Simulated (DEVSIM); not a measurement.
Device: illuminated Si n-on-p cell, one wavelength, with a back-surface field, at 250 K.

Layer 1 from the left is Si, thickness (μm) 0.0910, Nd (cm⁻³) 7.6e17, τn (s) 8.7e-6, τp (s) 2.2e-6, absorption coefficient (cm⁻¹) 1400. Layer 2 from the left is Si, thickness (μm) 130, Na (cm⁻³) 1.3e15, τn (s) 1.7e-5, τp (s) 1.7e-5, absorption coefficient (cm⁻¹) 1400. Layer 3 from the left is Si, thickness (μm) 0.120, Na (cm⁻³) 1.3e18, τn (s) 1.7e-5, τp (s) 1.7e-5, absorption coefficient (cm⁻¹) 1400.

Left contact: ohmic, minority hole recombination velocity 6e6 cm/s. Right contact: ohmic, minority electron recombination velocity 2e6 cm/s. Voltage is applied to the left contact. Recombination: SRH at mid-gap, radiative, Auger. Light enters at the left, 2.9e16 photons cm⁻² s⁻¹, one pass, no reflection. Mobility is μmin + (μ − μmin)/(1 + (N/Nref)^α).

This is a model device: material constants are rounded textbook-type values typed into the input, and sizes, dopings and lifetimes were drawn at random. Values at 300 K; Nc and Nv go as T^1.5, mobilities as T to minus their exponent, the gap by Varshni's rule with the affinity fixed.

Si: gap (eV) 1.124, affinity (eV) 4.05, permittivity 11.7, Nc (cm⁻³) 2.86e19, Nv (cm⁻³) 3.1e19, μn (cm²/Vs) 1417, μp (cm²/Vs) 470, μn,min 52, μp,min 45, Nref,n 9.7e16, Nref,p 2.2e17, αn 0.68, αp 0.72, T exponent of μn 2.3, T exponent of μp 2.2, B (cm³/s) 4.7e-15, Cn (cm⁶/s) 2.8e-31, Cp (cm⁶/s) 9.9e-32, Varshni α (eV/K) 0.000473, Varshni β (K) 636.

Simulated with DEVSIM: 1D drift-diffusion, Boltzmann statistics, complete ionisation; no tunnelling, impact ionisation, image-force lowering or self-heating.

Dark forward current:

```csv
|V| (V),|J| (A/cm²)
0.05,5.560e-12
0.10,2.292e-11
0.15,8.158e-11
0.20,2.892e-10
0.25,1.096e-9
0.30,4.893e-9
0.35,2.853e-8
0.40,2.176e-7
0.45,1.964e-6
0.50,1.911e-5
0.55,0.0001913
0.60,0.001925
0.65,0.01856
0.70,0.1435
0.75,0.8286
0.80,3.829
0.85,13.28
0.90,34.58
0.95,72.37
1.00,129.9
1.05,209.3
1.10,312.2
1.15,439.5
1.20,592.0
1.25,770.2
1.30,974.5
```

Problem. Work out the local ideality factor n = ΔV / (kT/q · ln(J2/J1)) between the rows 0.10 and 0.15 V, 0.55 and 0.60 V, 1.25 and 1.30 V.

Solution. kT/q = 21.54 mV. From 0.10 to 0.15 V: ln(8.158e-11/2.292e-11) = 1.270, n = 1.83. From 0.55 to 0.60 V: ln(0.001925/0.0001913) = 2.309, n = 1.01, near the 1 of diffusion or emission over a barrier. From 1.25 to 1.30 V: ln(974.5/770.2) = 0.235, n = 9.87.

Problem. What current could the absorbed light give at most, and what share is collected?

Solution. Σ αd = 18.2, so qΦ(1 − exp(−Σ αd)) = 4.65 mA/cm². The simulated short-circuit current is 4.555 mA/cm², a share of 0.98.

Problem. Estimate the open-circuit voltage by superposition: the voltage at which the dark current equals that short-circuit current.

Solution. Interpolating ln J in the table gives 0.619 V. The simulation gives 0.618 V, the same within the digits that matter. Superposition holds where collection doesn't change with voltage.

Problem. Estimate the fill factor from FF0 = (v − ln(v + 0.72))/(v + 1), v = qVoc/(nkT), with n from the dark curve.

Solution. The rows about Voc, 0.60 and 0.65 V, give n = 1.02, so v = 28.0 and FF0 = 0.850. The simulation gives 0.850, the same within the digits that matter.
